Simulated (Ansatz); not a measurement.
Consider ZnCu$_{2}$SnS$_{4}$ (space group I-4, No. 82; a = 5.374 Å, c = 10.755 Å). Axes: x, y, z lie along a, b, c of the conventional cell.

Structures relaxed with Ansatz (a program for electronic structure), PBEsol, PAW, cutoff 420 eV, without spin-orbit coupling.

Base:

Simulated powder pattern, Cu Kα1, λ = 1.54056 Å (kinematic, ideal powder, no thermal factors, no anomalous dispersion; the 8 strongest lines at most, above 2 %, up to 2θ = 90°):

| 2θ (°) | I/Imax (%) | hkl |
|---|---|---|
| 28.74 | 100 | (112) |
| 33.32 | 11 | (200) |
| 47.82 | 39 | (204) |
| 47.84 | 19 | (220) |
| 56.74 | 14 | (116) |
| 56.77 | 27 | (132) |
| 77.31 | 10 | (316) |
| 89.20 | 12 | (244) |

It is then changed as follows: biaxial strain +1.50 %, plane normal [001], relaxed out of plane (Cartesian); in-plane vectors clamped, the third vector and the atoms free.

After the change:

Simulated powder pattern, Cu Kα1, λ = 1.54056 Å (kinematic, ideal powder, no thermal factors, no anomalous dispersion; the 8 strongest lines at most, above 2 %, up to 2θ = 90°):

```json
[
 {"2θ (°)": "28.65", "d (Å)": "3.113", "I/Imax (%)": "100", "hkl": "(112)"},
 {"2θ (°)": "32.81", "d (Å)": "2.727", "I/Imax (%)": "11", "hkl": "(200)"},
 {"2θ (°)": "47.09", "d (Å)": "1.928", "I/Imax (%)": "20", "hkl": "(220)"},
 {"2θ (°)": "47.95", "d (Å)": "1.896", "I/Imax (%)": "38", "hkl": "(204)"},
 {"2θ (°)": "56.05", "d (Å)": "1.639", "I/Imax (%)": "28", "hkl": "(132)"},
 {"2θ (°)": "57.58", "d (Å)": "1.600", "I/Imax (%)": "13", "hkl": "(116)"},
 {"2θ (°)": "77.46", "d (Å)": "1.231", "I/Imax (%)": "10", "hkl": "(316)"},
 {"2θ (°)": "88.19", "d (Å)": "1.107", "I/Imax (%)": "12", "hkl": "(244)"}
]
```

The indices refer to the base's conventional cell; one index is shown for lines that coincide.

Whether these cells are dynamically stable was not tested. All final runs are without spin polarisation.
